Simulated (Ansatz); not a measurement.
**How far PBE and r2SCAN part for AlV2C, pressure −2 GPa**

Start from AlV₂C (space group P6_3/mmc, No. 194; a = 2.905 Å, c = 13.134 Å).

(Cell as relaxed with PBE.)

Levels (all Ansatz, a program for electronic structure, PAW, earlier PAW set): PBE (420 eV, no spin-orbit coupling); r2SCAN (500 eV, no spin-orbit coupling).

Each level relaxes its own structure.

```tsv
base	PBE	r2SCAN
volume per atom	12.00 Å³	11.83 Å³
lattice parameter a	2.905 Å	2.886 Å
band gap	zero	zero
```

It is then changed as follows: a negative pressure, −2 GPa.

```json
[
 {"quantity": "c/a ratio", "PBE": "4.520", "r2SCAN": "___"},
 {"quantity": "volume per atom", "PBE": "12.15 Å³", "r2SCAN": "___"}
]
```

Q: Predict the r2SCAN column.

A: 
- c/a ratio, r2SCAN: 4.546
- volume per atom, r2SCAN: 11.96 Å³

PBE's c/a ratio lies 0.0268 below r2SCAN's; PBE's volume per atom lies 0.19 Å³ above r2SCAN's (1.6 %). Neither level is exact; r2SCAN is the comparison here, not a measurement.

Load acts through the strain it causes; cell and atoms are relaxed under it. Whether these cells are dynamically stable was not tested. Seeded moments were not kept for the base. All final runs are without spin polarisation.
